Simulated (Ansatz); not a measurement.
Start from SnS in the rock salt structure (space group Fm-3m, No. 225).

```
CELL_PARAMETERS angstrom
      0.00000     2.87186     2.87186
      2.87186     0.00000     2.87186
      2.87186     2.87186     0.00000
ATOMIC_POSITIONS crystal
  Sn 0.50000 0.50000 0.50000
  S  0.00000 0.00000 0.00000
```

Cartesian axes are those of the cell as printed.

Level of theory: DFT with PBEsol, PAW potentials and a 420 eV plane-wave cutoff in Ansatz (a program for electronic structure), no spin-orbit coupling.

Base values:

| Quantity | Result |
|---|---|
| Shortest interatomic distance | 5.427 bohr |

Now apply this change: a free-standing slab of 3 layers (6 atoms, 2 a layer) is cut normal to the z axis, with 15 Å of vacuum and the in-plane cell held at bulk.

### Question
What happens to the excess energy per area of both faces, shortest interatomic distance and change of the spacing d12 from its bulk value of 2.872 Å?

### Answer
The excess energy per area of both faces (slab less bulk energy over the cell's area: twice a surface energy) is 0.59 J/m²; the shortest interatomic distance falls by 0.230 bohr to 5.197 bohr; the change of the spacing d12 from its bulk value of 2.872 Å amounts to -3.8 %.

Slab and bulk use different k-meshes, which limits the precision of the excess energy. Stability against distortions was not tested.
